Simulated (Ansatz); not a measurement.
Results of G0W0@PBEsol (plane waves, hard PAW, contour deformation, complete-basis limit; Ansatz, a program for electronic structure) for RbGeN (model structure, started from the NaSnP type, P6₃mc, No. 186, 6 atoms in the cell).

Numerical settings: largest k mesh 9×9×2 (not extrapolated in the mesh).

Cell (relaxed with PBEsol):

```cif
data_Ge2N2Rb2
_chemical_formula_sum 'Rb2 Ge2 N2'
_space_group_name_H-M_alt 'P 1'
_space_group_IT_number 1
_cell_length_a 3.21198
_cell_length_b 3.21198
_cell_length_c 12.04124
_cell_angle_alpha 90.000
_cell_angle_beta 90.000
_cell_angle_gamma 120.000
loop_
_space_group_symop_operation_xyz
  'x, y, z'
loop_
_atom_site_label
_atom_site_type_symbol
_atom_site_fract_x
_atom_site_fract_y
_atom_site_fract_z
_atom_site_occupancy
Rb1 Rb 0.33333 0.66667 0.27183 1
Rb2 Rb 0.66667 0.33333 0.77183 1
Ge1 Ge 0.00000 0.00000 0.02197 1
Ge2 Ge 0.00000 0.00000 0.52197 1
N1 N 0.33333 0.66667 0.59701 1
N2 N 0.66667 0.33333 0.09701 1
```

Question: Estimate the band gap that the calculation returns.

Answer: 
* **band gap**: 2.11 eV

Note: filled d or f shells below the valence bands can shift G0W0 gaps through exchange with them, which wasn't tested here; the relaxation could raise the start's symmetry but not lower it, so the cell can be a saddle point; the gap holds a correction of +0.16 eV to the complete basis.

Spin–orbit coupling is not included.

Static lattice: no zero-point or thermal effects.

A model structure was made by putting elements into a prototype or built by hand; it is no filed structure, need not be a known phase, and can be a saddle point held by its symmetry.
